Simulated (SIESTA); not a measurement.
Worked example: self-consistent single point of TiO2 (Pbca, 24 atoms in the cell) in SIESTA.

Computed with GGA PBE, numerical atomic orbitals DZP, PseudoDojo PBE standard norm-conserving potentials (rewritten from UPF to PSML) (SIESTA 5.4.2).

```
TiO2
1.0
    5.09763     0.00000     0.00000
    0.00000     9.10226     0.00000
    0.00000     0.00000     5.40453
Ti O
8 16
Direct
  0.13791   0.37103   0.40258
  0.86209   0.62897   0.59742
  0.36209   0.62897   0.90258
  0.63791   0.37103   0.09742
  0.63791   0.12897   0.59742
  0.36209   0.87103   0.40258
  0.86209   0.87103   0.09742
  0.13791   0.12897   0.90258
  0.46471   0.26971   0.38999
  0.53529   0.73029   0.61001
  0.03529   0.73029   0.88999
  0.96471   0.26971   0.11001
  0.96471   0.23029   0.61001
  0.03529   0.76971   0.38999
  0.53529   0.76971   0.11001
  0.46471   0.23029   0.88999
  0.81663   0.01048   0.85119
  0.18337   0.98952   0.14881
  0.68337   0.98952   0.35119
  0.31663   0.01048   0.64881
  0.31663   0.48952   0.14881
  0.68337   0.51048   0.85119
  0.18337   0.51048   0.64881
  0.81663   0.48952   0.35119
```

Reference input (self-consistent single point, DFT, GGA PBE, numerical atomic orbitals DZP, PseudoDojo PBE standard norm-conserving potentials (rewritten from UPF to PSML)): XC.functional = GGA; XC.authors = PBE; potentials = PseudoDojo PBE standard; PAO.BasisSize = DZP; PAO.EnergyShift = 0.005 Ry; MeshCutoff = 350 Ry; kgrid.MonkhorstPack = 5 3 5; OccupationFunction = MP; OccupationMPOrder = 0; ElectronicTemperature = 580.23 K; MaxSCFIterations = 150; SCF.Mixer.Method = Pulay. This run's input differs from it in these lines:

```diff
@@ -48,3 +48,3 @@
 PAO.EnergyShift              0.005 Ry
-MeshCutoff                   350 Ry
+MeshCutoff                   210 Ry
 %block kgrid.MonkhorstPack
```

Output (repeated stretches shortened):

```
        iscf     Eharris(eV)        E_KS(eV)     FreeEng(eV)     dDmax    Ef(eV) dHmax(eV)
   scf:    1   -19833.871355   -20064.861284   -20064.861284  1.734962 -4.264578 13.262418
   scf:    2   -20186.421268   -20138.415235   -20138.415235  0.166972 -6.758129  5.163944
   scf:    3   -20140.046916   -20147.809728   -20147.809728  0.167131 -7.235414  1.621844
   scf:    4   -20147.880231   -20149.290742   -20149.290742  0.061475 -7.778175  0.995604
   scf:    5   -20149.762270   -20149.567314   -20149.567314  0.014771 -7.914303  0.450480
   scf:    6   -20149.389194   -20149.578138   -20149.578138  0.023372 -7.100079  0.401172
   scf:    7   -20149.624094   -20149.636916   -20149.636916  0.013216 -6.975060  0.081391
   scf:    8   -20149.637462   -20149.639265   -20149.639265  0.002692 -6.997420  0.039026
   scf:    9   -20149.639832   -20149.639699   -20149.639699  0.000632 -6.993310  0.004142
   scf:   10   -20149.639667   -20149.639693   -20149.639693  0.000217 -6.992423  0.005982
   scf:   11   -20149.639696   -20149.639702   -20149.639702  0.000179 -6.993759  0.002195
   scf:   12   -20149.639704   -20149.639703   -20149.639703  0.000026 -6.993529  0.001284
   scf:   13   -20149.639704   -20149.639704   -20149.639704  0.000036 -6.993208  0.000003
SCF Convergence by DM+H criterion
max |DM_out - DM_in|         :     0.0000361558
max |H_out - H_in|      (eV) :     0.0000027373
SCF cycle converged after 13 iterations

Using DM_out to compute the final energy and forces

siesta: E_KS(eV) =           -20149.6397

siesta: E_KS - E_eggbox =    -20149.6397

siesta: Atomic forces (eV/Ang):
     1    0.128577   -0.216046    0.139087
     2   -0.128577    0.216046   -0.139087
     3   -0.128577    0.216046    0.139087
   [... 21 lines left out ...]
   Tot    0.000000    0.000000    0.000000
   Max    0.304614
   Res    0.167507    sqrt( Sum f_i^2 / 3N )
   Max    0.304614    constrained

Stress tensor Voigt[x,y,z,yz,xz,xy] (kbar):     -137.22     -132.09     -130.14       -0.00       -0.00        0.00
(Free)E + p*V (eV/cell)   -20128.7994
Target enthalpy (eV/cell)   -20149.6397

   [... lines left out ...]
siesta: FreeEng =    -20149.639704
siesta: Cell volume =        250.769791 Ang**3
siesta:         133.14914531        132.37007138  kBar
   [... lines left out ...]
    13    -0.707840    6.707840  O
    14    -0.707840    6.707840  O
    15    -0.707840    6.707840  O
    16    -0.707840    6.707840  O
    17    -0.643156    6.643156  O
    18    -0.643156    6.643156  O
    19    -0.643156    6.643156  O
    20    -0.643156    6.643156  O
    21    -0.643156    6.643156  O
    22    -0.643156    6.643156  O
    23    -0.643156    6.643156  O
    24    -0.643156    6.643156  O
 Total    -0.000000
```

The run converged in 13 iterations. Against the reference run the free energy goes up by 1.7 meV/atom, the pressure moves little (13.37 to 13.31 GPa), the largest force hardly changes (0.387 to 0.389 eV/Å) and the gap on the mesh stays at 2.184 eV.

The starting cell comes from a database of computed structures (which also holds hypothetical and non-ambient phases and stackings), without a prior relaxation at this level. Its lattice was rescaled by a random factor within 2.5 % of one. Values carry the incompleteness of an atom-centred basis.

Cost on one core of a shared machine: roughly 2 min.
